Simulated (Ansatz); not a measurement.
The cell is built on a prototype and need not be the phase stable at ambient conditions.

Inside the gap of an insulator the Bloch states are evanescent, with a wavenumber k + iκ along the transport direction.

Given:

```yaml
crystal:
  lattice:
    - [3.43749, 0.00000, 0.00000]
    - [0.00000, 10.37629, 0.00000]
    - [0.00000, 0.00000, 3.43757]
  atoms:
    - { symbol: Be, position: [0.75000, 0.25000, 0.75002] }
    - { symbol: Be, position: [0.25000, 0.25000, 0.25002] }
    - { symbol: Be, position: [0.25000, 0.75000, 0.24998] }
    - { symbol: Be, position: [0.75000, 0.75000, 0.74998] }
    - { symbol: S, position: [0.75000, 0.86767, 0.24997] }
    - { symbol: S, position: [0.25000, 0.63233, 0.74997] }
    - { symbol: S, position: [0.25000, 0.13233, 0.75003] }
    - { symbol: S, position: [0.75000, 0.36767, 0.25003] }
```

Space group of this cell: P4/nmm. The cell was relaxed by PBE-D3(BJ); by r2SCAN its mean pressure is 2.3 GPa.

Transport runs along the normal of the first two printed cell vectors.

The gap is the functional's own, uncorrected, and κ follows it; spin-orbit coupling is left out. Mid-gap values are interpolated between the computed energies.

### Question
Compute, with Ansatz (an electronic-structure program) with r2SCAN, the band gap and the smallest decay constant κ at mid-gap.

### Answer
Gap 3.68 eV on a 10×4×10 mesh; κ = 0.264 1/Å, at the zone centre.
